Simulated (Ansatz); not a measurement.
The reference is C in the diamond structure (space group Fd-3m, No. 227; a = 3.5603 Å).

Level of theory: DFT with r2SCAN, PAW potentials and a 500 eV plane-wave cutoff in Ansatz (a quantum-chemistry and plane-wave program), no spin-orbit coupling.

For the base:

The smallest direct gap comes out as 5.90 eV. The width of the top valence band comes out as 8.75 eV and the band gap comes out as 4.36 eV. The lattice parameter a is 3.560 Å.

Modification: a hydrostatic pressure of 0.9 GPa.

Task: Estimate the effect on the smallest direct gap.

Result: The smallest direct gap remains 5.90 eV.

Task: What happens to the width of the top valence band?

Result: The width of the top valence band stays essentially unchanged (8.75 eV against 8.76 eV).

Task: Predict the new band gap.

Result: The band gap is nearly the same (4.36 eV against 4.37 eV).

Task: How does this affect the lattice parameter a?

Result: The lattice parameter a falls by 0.002 Å (3.560 Å → 3.558 Å).

Load acts through the strain it causes; cell and atoms are relaxed under it. Stability against distortions was not tested.
